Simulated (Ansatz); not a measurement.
## What x(Ge) = 0.6, 6 atoms, R3m does to ZrCu5

Take ZrCu₅ (space group F-43m, No. 216; a = 6.789 Å) as the base.

The other end (x = 1) is ZrGe₅ (space group F-43m, No. 216; a hypothetical phase, not in the database extracts checked): 18.08 Å³/atom, gap zero; this end may not be an ambient phase.

Now apply this change: a fraction x = 0.6 of the Cu sites is given to Ge, ordered in a cell of 6 atoms (starting symmetry R3m) and fully relaxed.

Calculations: PBEsol (Ansatz, an electronic-structure program, PAW, without spin-orbit coupling). k-mesh 11×11×11 (Γ-centred); smearing 0.05 eV (Fermi–Dirac), for the changed cell.

Volume per atom: 15.97 Å³ (base 13.04 Å³)
Band gap: zero (base zero)
Mixing energy: -0.01 eV/atom (to 0.01 eV only: unlike meshes or grids) (against an end that may be hypothetical)
Deviation of the volume from the linear (Vegard-type) interpolation: -0.6 %

Final structure:

```
CELL_PARAMETERS angstrom
      2.70208     1.56005     3.78948
     -2.70208     1.56005     3.78948
      0.00000    -3.12009     3.78948
ATOMIC_POSITIONS crystal
  Zr 0.00333 0.00333 0.00333
  Cu 0.72728 0.72728 0.72728
  Ge 0.88171 0.37871 0.37871
  Ge 0.37871 0.88171 0.37871
  Cu 0.38026 0.38026 0.38026
  Ge 0.37871 0.37871 0.88171
```

Cost of the whole job for the changed cell (relaxation, final SCF and bands): around 6 core-minutes (rough).

Each cell is one ordered arrangement of few atoms, which overstates ordering effects compared with a random alloy. No phonon test of stability was made. All final runs are without spin polarisation. ZrCu2Ge3 and ZrGe5 have a high density of states at the Fermi level and may be magnetic at this level.
